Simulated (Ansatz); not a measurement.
Input and output of a self-consistent single point for HfRe (Pmma, 4 atoms in the cell) (Ansatz, a quantum-chemistry and plane-wave program).

Method: PBE (plane waves, PAW; Ansatz).

```yaml
crystal:
  lattice:
    - [4.67362, 0.00000, 0.00000]
    - [0.00000, 3.09380, 0.00000]
    - [0.00000, 0.00000, 4.77161]
  atoms:
    - { symbol: Hf, position: [0.75000, 0.50000, 0.31250] }
    - { symbol: Hf, position: [0.25000, 0.50000, 0.68750] }
    - { symbol: Re, position: [0.75000, 0.00000, 0.81250] }
    - { symbol: Re, position: [0.25000, 0.00000, 0.18750] }
```

Reference input (self-consistent single point, DFT, PBE, plane waves, default PAW files): basis.ecutwfc = 30.9 Ry; kpoints.mp_grid.grid = 7 11 7; hamiltonian.xc = pbe; hamiltonian.pseudopotentials = {kind: paw} (the program's default PAW files); scf.occupations.method = gaussian; scf.occupations.width = 0.0037 Ry. This run's input differs from it in these lines:

Ansatz 0.2 input:
```diff
@@ -16,2 +16,3 @@
     grid: [7, 11, 7]
+    shift: [0.5, 0.5, 0.5]
 hamiltonian:
```

The program printed (abridged):

```
SCF iter   1: F=—  HF=-53178.704662 eV  |F-HF|=—  |Δ(HF+E_count)|=         —  Δρ=1.06e-2  dr2=8.23e-2  ethr=1.77e-3  ⟨swp⟩=4.9  Hψ=14169  notcnv=0  defer=33
all-band conjugate gradients solve this SCF's bands
preconditioner: auto → Kerker (q_TF=auto, 2.808 Å⁻¹)
SCF iter   2: F=—  HF=-53178.697108 eV  |F-HF|=—  |Δ(HF+E_count)|=   7.55e-3  Δρ=6.14e-3  dr2=3.14e-2  ethr=1.00e-4  ⟨swp⟩=1.1  Hψ=5584  notcnv=0  defer=138
   [... lines left out ...]
SCF iter   4: F=—  HF=-53178.691988 eV  |F-HF|=—  |Δ(HF+E_count)|=   1.70e-3  Δρ=6.81e-4  dr2=2.62e-4  ethr=1.07e-6  ⟨swp⟩=2.7  Hψ=8407  notcnv=0  defer=138
SCF iter   5: F=—  HF=-53178.691979 eV  |F-HF|=—  |Δ(HF+E_count)|=   8.86e-6  Δρ=1.87e-4  dr2=1.71e-5  ethr=3.19e-7  ⟨swp⟩=2.0  Hψ=7469  notcnv=0  defer=138
SCF iter   6: F=—  HF=-53178.691936 eV  |F-HF|=—  |Δ(HF+E_count)|=   4.30e-5  Δρ=3.94e-5  dr2=7.38e-7  ethr=2.09e-8  ⟨swp⟩=2.6  Hψ=8348  notcnv=0  defer=138
SCF iter   7: F=-53178.692001 eV  HF=-53178.692001 eV  |F-HF|=2.73e-8  |Δ(HF+E_count)|=   6.47e-5  Δρ=6.85e-6  dr2=4.08e-8  ethr=1.22e-10  ⟨swp⟩=9.7  Hψ=22959  notcnv=0
SCF 1 converged in 7 iterations: F = -53178.692001 eV  dr2 = 4.08e-8
Free energy (F): -53178.692001 eV
Internal energy: -53178.688172 eV  (E = F + TS)
E sigma→0 (E₀):  -53178.690086 eV
Entropy (-TS):   -0.003829 eV (-0.957 meV/atom)
Fermi energy:    22.891920 eV
--- Forces (eV/Å), atoms counted from 1 ---
  atom   1  Hf     0.00000000     0.00000000    -1.90561315
  atom   2  Hf     0.00000000     0.00000000     1.90561315
  atom   3  Re     0.00000000     0.00000000    -0.52622275
  atom   4  Re     0.00000000     0.00000000     0.52622275
--- Stress (GPa, compression-positive) ---
       14.960900       0.000000       0.000000
        0.000000      14.499512       0.000000
        0.000000       0.000000      -4.052356
  P = ⅓ Tr σ = 8.4694 GPa (84.694 kbar)
  The stress holds the Pulay correction. Without it, at fixed plane waves, as pw.x and ABINIT print it: P = 8.3611 GPa
```

The run converged in 7 iterations. Against the reference run the free energy drops by 4.7 meV/atom, the pressure moves little (8.50 to 8.47 GPa) and the largest force hardly changes (1.904 to 1.906 eV/Å).

The starting cell was generated: these elements placed on a structure prototype, without a prior relaxation; it need not be a known phase or ordering of this composition. Its lattice was rescaled by a random factor within 2.5 % of one. Spin polarisation is off. Forces in this geometry exceed 1 eV/Å. Ansatz's pressure includes its estimate of the finite-basis (Pulay) stress.
